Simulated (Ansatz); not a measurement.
Level of theory: PBE (plane waves to 420 eV, PAW; Ansatz, a program for electronic structure).

Electrostatic potential energy of an electron, averaged over planes parallel to the surface, in eV from the Fermi level, for a constructed model of the (0001) surface of hcp Zr, a pseudomorphic layer of Ag in the host's stacking (bottom of the slab: a bare face, its two planes held):

| z (Å) | V (eV) |
|---|---|
| 3.85 | 4.18 |
| 4.15 | 4.18 |
| 4.44 | 4.17 |
| 4.74 | 4.15 |
| 5.04 | 4.12 |
| 5.33 | 4.06 |
| 5.63 | 3.94 |
| 5.93 | 3.71 |
| 6.22 | 3.29 |
| 6.52 | 2.54 |
| 6.81 | 1.19 |
| 7.11 | -1.18 |
| 7.41 | -5.61 |
| 7.70 | -12.33 |
| 8.00 | -17.33 |
| 8.30 | -17.47 |
| 8.59 | -12.62 |
| 8.89 | -5.69 |
| 9.19 | -1.22 |
| 9.48 | -0.03 |
| 9.78 | -1.66 |
| 10.07 | -6.70 |
| 10.37 | -13.61 |
| 10.67 | -17.70 |
| 10.96 | -16.54 |
| 11.26 | -10.81 |
| 11.56 | -4.20 |
| 11.85 | -0.72 |
| 12.15 | -0.22 |
| 12.44 | -2.50 |
| 12.74 | -8.19 |
| 13.04 | -14.79 |
| 13.33 | -17.86 |
| 13.63 | -15.64 |
| 13.93 | -9.39 |
| 14.22 | -3.24 |
| 14.52 | -0.44 |
| 14.81 | -0.47 |
| 15.11 | -3.33 |
| 15.41 | -9.53 |
| 15.70 | -15.74 |
| 16.00 | -17.86 |
| 16.30 | -14.69 |
| 16.59 | -8.07 |
| 16.89 | -2.47 |
| 17.19 | -0.33 |
| 17.48 | -1.02 |
| 17.78 | -4.80 |
| 18.07 | -11.51 |
| 18.37 | -16.86 |
| 18.67 | -17.45 |
| 18.96 | -12.93 |
| 19.26 | -6.07 |
| 19.56 | -1.51 |
| 19.85 | -0.32 |
| 20.15 | -1.99 |
| 20.44 | -7.06 |
| 20.74 | -13.86 |
| 21.04 | -17.81 |
| 21.33 | -16.61 |
| 21.63 | -10.95 |
| 21.93 | -4.48 |
| 22.22 | -1.11 |
| 22.52 | -1.15 |
| 22.81 | -4.35 |
| 23.11 | -7.79 |
| 23.41 | -9.29 |
| 23.70 | -8.10 |
| 24.00 | -4.59 |
| 24.30 | -0.45 |
| 24.59 | 1.92 |
| 24.89 | 2.82 |
| 25.19 | 3.23 |
| 25.48 | 3.42 |
| 25.78 | 3.51 |
| 26.07 | 3.55 |
| 26.37 | 3.57 |
| 26.67 | 3.58 |
| 26.96 | 3.58 |
| 27.26 | 3.59 |
| 27.56 | 3.59 |
| 27.85 | 3.59 |

Model: 7-atom slab, 15.7 Å thick at the start, 13x13x1 mesh, Fermi-Dirac 0.1 eV, dipole correction, 2 atoms held, the rest relaxed; held to the start's symmetry, so lower structures may exist; no spin, no spin-orbit, no U. It is one candidate, not shown to be the stable structure of the face.

Task: The surface cell has an area of 9.05 Å². What dipole along the normal does the step between the two vacuum levels imply?

Result: the top vacuum level lies 0.60 eV below the bottom one; p = −ε₀ A ΔV (ε₀ = 0.005526 e/(V·Å)) gives 0.03 e·Å a cell.
